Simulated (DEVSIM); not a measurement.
System: Ge n-p junction from an implanted or diffused profile, at 300 K.

| layer (left to right) | material | thickness (μm) | Na (cm⁻³) | τn (s) | τp (s) |
|---|---|---|---|---|---|
| 1 | Ge | 6.30 | 4.6e14 | 0.00037 | 0.00037 |

Added donor profile: 2.6e18 cm⁻³ × exp(−(x − 0 μm)²/(2·(0.26 μm)²)). Left contact: ohmic. Right contact: ohmic. Voltage is applied to the left contact. Recombination: SRH at mid-gap, radiative, Auger. Mobility is μmin + (μ − μmin)/(1 + (N/Nref)^α).

The device is made up for the run: typed textbook-type constants, with dimensions and the other settings drawn at random. Values at 300 K.

```tsv
parameter	Ge
gap (eV)	0.664
affinity (eV)	4
permittivity	16
Nc (cm⁻³)	1.04e19
Nv (cm⁻³)	6e18
μn (cm²/Vs)	3900
μp (cm²/Vs)	1900
μn,min	150
μp,min	100
Nref,n	2.6e17
Nref,p	4e17
αn	0.56
αp	0.6
B (cm³/s)	6.4e-14
Cn (cm⁶/s)	1e-31
Cp (cm⁶/s)	1e-31
```

Model (solved in DEVSIM): 1D drift-diffusion, Boltzmann statistics, complete ionisation; no tunnelling, impact ionisation, image-force lowering or self-heating.

Tabulate band edges, carrier densities and field at zero bias.

Energies count from the Fermi level of the right contact; mesh points crowd at the junctions.

```
x (μm)   Ec (eV)  Ev (eV)  n (cm⁻³)  p (cm⁻³)  field (V/cm)
-------  -------  -------  --------  --------  ------------
0.000      0.036   -0.628    2.6e18     1.7e8            12
0.01790    0.036   -0.628    2.6e18     1.7e8            69
0.04170    0.036   -0.628    2.6e18     1.7e8           160
0.07809    0.037   -0.627    2.5e18     1.8e8           300
0.1482     0.040   -0.624    2.2e18     2.0e8           570
0.2318     0.046   -0.618    1.7e18     2.5e8           890
0.3524     0.060   -0.604    1.0e18     4.2e8          1300
0.5460     0.093   -0.571    2.9e17     1.5e9          2100
0.7020     0.130   -0.534    6.7e16     6.5e9          2700
0.8528     0.177   -0.487    1.1e16    4.0e10          3500
0.9984     0.233   -0.431    1.3e15    3.4e11          3900
1.203      0.306   -0.358    7.6e13    5.7e12          3100
1.470      0.369   -0.295    6.6e12    6.6e13          1700
2.159      0.416   -0.248    1.1e12    4.1e14           140
4.120      0.419   -0.245    9.5e11    4.6e14           ≈ 0
5.074      0.419   -0.245    9.5e11    4.6e14           ≈ 0
5.643      0.419   -0.245    9.5e11    4.6e14           ≈ 0
5.953      0.419   -0.245    9.5e11    4.6e14           ≈ 0
6.152      0.419   -0.245    9.5e11    4.6e14           ≈ 0
6.231      0.419   -0.245    9.5e11    4.6e14           ≈ 0
6.271      0.419   -0.245    9.5e11    4.6e14           ≈ 0
6.300      0.419   -0.245    9.5e11    4.6e14           ≈ 0
```
